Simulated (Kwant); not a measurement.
Device: circular cavity between two wires in a ZnO two-dimensional gas. Effective mass 0.3 mₑ, grid spacing 8.3 nm, hard walls, nominal width 100 nm (13 grid rows, so walls 116.2 nm apart), one parabolic valley, scattering region 700 nm long along x; energies count from the band bottom; Fermi energy swept from 0.00010027 to 0.0015041 eV. Cavity of radius 150 nm, straight part 0 nm, centre moved sideways by 60 nm.

Constants are typed, rounded textbook-type inputs, not results; the design itself was drawn at random and stands for no fabricated device.

Kwant, effective-mass tight-binding model on a square grid, one spin, coherent transport at 0 K. Conductance is in e²/h.

Task: How many channels do the leads carry at E = 0.950, 1.32 meV?

Result: The hard-wall thresholds are n² ħ²π²/(2mW²) = n² × 0.0928 meV with W = 116.2 nm. √(0.950/0.0928) = 3.20, so 3. √(1.32/0.0928) = 3.76, so 3.
